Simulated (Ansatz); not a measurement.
Take WC (space group P-6m2, No. 187; a = 2.899 Å, c = 2.827 Å; relaxed with 0.1 eV smearing) as the base.

Computed with Ansatz (a quantum-chemistry and plane-wave program), PBEsol, PAW, cutoff 420 eV, spin-orbit coupling left out.

Base values:

| Item | Value |
|---|---|
| Pressure | 0.0 GPa |
| Band gap | zero |

Now apply this change: the cell is scaled by 0.9950 in all directions; the atoms relax in the strained cell.

Problem. What does the calculation give for the energy relative to the base, pressure and band gap after the change?

Solution. The energy rises by 3.0 meV/atom; the pressure (mean of the normal stresses, compression positive) goes from zero to 6.4 GPa; the band gap remains zero.

No phonon test of stability was made. All final runs are without spin polarisation.
